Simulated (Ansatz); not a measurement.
Here is the system:

Host crystal: wurtzite ZnO, with a band gap (PBE, scalar-relativistic without spin-orbit coupling).

End structure of O on the 1x1 (10-10) surface of wurtzite ZnO (cut with top plane O + Zn), one in a 2x1 cell, started at the site 'top Zn #2':

```yaml
crystal:
  lattice:
    - [6.55898, 0.00000, 0.00000]
    - [0.00000, 5.29379, 0.00000]
    - [0.00000, 0.00000, 28.50000]
  atoms:
    - { symbol: O, position: [0.25000, 0.37743, 0.33452] }
    - { symbol: O, position: [0.75000, 0.37743, 0.33452] }
    - { symbol: Zn, position: [0.25000, 0.03125, 0.34633] }
    - { symbol: Zn, position: [0.75000, 0.03125, 0.34633] }
    - { symbol: O, position: [0.00000, 0.87215, 0.36753] }
    - { symbol: O, position: [0.50000, 0.87215, 0.36753] }
    - { symbol: Zn, position: [0.00000, 0.49479, 0.36289] }
    - { symbol: Zn, position: [0.50000, 0.49479, 0.36289] }
    - { symbol: O, position: [0.00000, 0.37176, 0.43285] }
    - { symbol: O, position: [0.50000, 0.37176, 0.43285] }
    - { symbol: Zn, position: [0.00000, 0.99599, 0.43628] }
    - { symbol: Zn, position: [0.50000, 0.99599, 0.43628] }
    - { symbol: O, position: [0.25000, 0.87014, 0.46746] }
    - { symbol: O, position: [0.75000, 0.87014, 0.46746] }
    - { symbol: Zn, position: [0.25000, 0.49048, 0.46515] }
    - { symbol: Zn, position: [0.75000, 0.49048, 0.46515] }
    - { symbol: O, position: [0.24913, 0.36931, 0.53228] }
    - { symbol: O, position: [0.75087, 0.36931, 0.53228] }
    - { symbol: Zn, position: [0.25228, 0.99008, 0.53490] }
    - { symbol: Zn, position: [0.74772, 0.99008, 0.53490] }
    - { symbol: O, position: [0.00000, 0.86812, 0.56644] }
    - { symbol: O, position: [0.50000, 0.87285, 0.56831] }
    - { symbol: Zn, position: [0.00000, 0.49222, 0.56408] }
    - { symbol: Zn, position: [0.50000, 0.49803, 0.56296] }
    - { symbol: O, position: [0.00000, 0.36012, 0.63282] }
    - { symbol: O, position: [0.50000, 0.36349, 0.62930] }
    - { symbol: Zn, position: [0.00000, 0.98450, 0.63502] }
    - { symbol: Zn, position: [0.50000, 0.98766, 0.63971] }
    - { symbol: O, position: [0.24364, 0.85318, 0.66364] }
    - { symbol: O, position: [0.75636, 0.85318, 0.66364] }
    - { symbol: Zn, position: [0.25415, 0.50279, 0.65590] }
    - { symbol: Zn, position: [0.74585, 0.50279, 0.65590] }
    - { symbol: O, position: [0.50000, 0.05026, 0.71359] }
```

Slab: 33 atoms, 9.4 Å thick at the start under the adsorbate (thin: gaps and levels are the slab's own); k 3x4x1, smearing 0.01 eV, dipole-corrected; single point; on the structure that PBE left under its start's symmetry; spin-polarised, ending with about 2.0 μB a cell; orders that need a larger cell were not tried, no spin-orbit, no U, no dispersion correction. The program's check for a lower electronic state was not made. It is one chosen start, not shown to be the lowest state of the adsorbate.

A negative adsorption energy means that the adsorbate is more stable on the surface than in its reference.

Question: Give the change of the step from the bottom to the top vacuum level, against the clean slab at the level r2SCAN, at the PBE geometry and the start's symmetry (Ansatz, a first-principles code).

Answer: 0.52 eV

Question: Give the adsorption energy against ½ O2(g) at the same level at the level r2SCAN, at the PBE geometry and the start's symmetry.

Answer: 2.39 eV
